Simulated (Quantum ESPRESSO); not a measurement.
A self-consistent single point of Sr2H3I (P-3m1, 6 atoms in the cell) with Quantum ESPRESSO.

Level of theory: PBEsol, PseudoDojo standard norm-conserving (PBESOL) pseudopotentials (plane waves; Quantum ESPRESSO).

The change in words: lattice scaled by 0.98. Reference geometry:
```xyz
6
Lattice="4.2427 0.0000 0.0000 -2.1214 3.6743 0.0000 0.0000 0.0000 7.6828" Properties=species:S:1:pos:R:3 pbc="T T T"
Sr     2.1214     1.2248     5.2140
Sr     0.0000     2.4495     2.4688
H      0.0000     0.0000     3.8414
H      2.1214     1.2248     2.7447
H      0.0000     2.4495     4.9381
I      0.0000     0.0000     0.0000
```

Reference input (self-consistent single point, DFT, PBEsol, plane waves, PseudoDojo standard norm-conserving (PBESOL) pseudopotentials): ecutwfc = 75 Ry; occupations = smearing; smearing = fd; degauss = 0.00147 Ry; potentials = {Sr: Sr.upf, H: H.upf, I: I.upf}; K_POINTS = automatic 6 6 3 0 0 0; conv_thr = 1e-10 Ry. This run's input differs from it in these lines:

```diff
@@ -24,11 +24,11 @@
 CELL_PARAMETERS {angstrom}
-   4.24273002     0.00000000     0.00000000
-  -2.12136501     3.67431198     0.00000000
-   0.00000000     0.00000000     7.68275000
+   4.15787536     0.00000000     0.00000000
+  -2.07893768     3.60082569     0.00000000
+   0.00000000     0.00000000     7.52909500
 ATOMIC_POSITIONS {bohr}
-Sr    4.00879888    2.31448111    9.85298499
-Sr    0.00000000    4.62896223    4.66530840
-H     0.00000000    0.00000000    7.25914669
-H     4.00879888    2.31448111    5.18666031
-H     0.00000000    4.62896223    9.33163307
+Sr    3.92862285    2.26819146    9.65592529
+Sr    0.00000000    4.53638291    4.57200223
+H     0.00000000    0.00000000    7.11396376
+H     3.92862285    2.26819146    5.08292710
+H     0.00000000    4.53638291    9.14500041
 I     0.00000000    0.00000000    0.00000000
```

The program printed (abridged):

```
     Self-consistent Calculation

     iteration #  1     ecut=    75.00 Ry     beta= 0.70

     total energy              =    -166.41897496 Ry
     estimated scf accuracy    <       0.37027482 Ry

     iteration #  2     ecut=    75.00 Ry     beta= 0.70

     total energy              =    -166.51744676 Ry
     estimated scf accuracy    <       0.10382406 Ry

     iteration #  3     ecut=    75.00 Ry     beta= 0.70

     total energy              =    -166.54647634 Ry
     estimated scf accuracy    <       0.00558299 Ry

   [... 5 blocks of this kind left out ...]

     iteration #  9     ecut=    75.00 Ry     beta= 0.70

     total energy              =    -166.54771168 Ry
     estimated scf accuracy    <          2.9E-09 Ry

     iteration # 10     ecut=    75.00 Ry     beta= 0.70
     End of self-consistent calculation

     the Fermi energy is     8.2222 ev

!    total energy              =    -166.54771168 Ry
     estimated scf accuracy    <          3.4E-11 Ry
     smearing contrib. (-TS)   =       0.00000000 Ry
     internal energy E=F+TS    =    -166.54771168 Ry

     convergence has been achieved in  10 iterations

     Forces acting on atoms (cartesian axes, Ry/au):

     atom    1 type  1   force =     0.00000000   -0.00000000    0.00377513
     atom    2 type  1   force =     0.00000000    0.00000000   -0.00377513
     atom    3 type  2   force =     0.00000000   -0.00000000    0.00000000
     atom    4 type  2   force =     0.00000000   -0.00000000   -0.00082444
     atom    5 type  2   force =     0.00000000    0.00000000    0.00082444
     atom    6 type  3   force =     0.00000000    0.00000000    0.00000000

     Total force =     0.005465     Total SCF correction =     0.000022

          total   stress  (Ry/bohr**3)                   (kbar)     P=        3.04
   0.00002354  -0.00000000   0.00000000            3.46       -0.00        0.00
  -0.00000000   0.00002354   0.00000000           -0.00        3.46        0.00
   0.00000000   0.00000000   0.00001484            0.00        0.00        2.18

   JOB DONE.
```

The run converged in 10 iterations. Against the reference run the free energy goes down by 5.7 meV/atom, the pressure goes from -1.77 to 0.30 GPa, the largest force goes from 0.024 to 0.097 eV/Å and the gap on the mesh hardly changes (2.022 to 2.020 eV).

The starting cell comes from a database of computed structures (which also holds hypothetical and non-ambient phases and stackings), without a prior relaxation at this level. For this run, on top of that: lattice scaled by 0.98. Spin-orbit coupling is off.

Cost on one core of a shared machine: roughly 70 s.
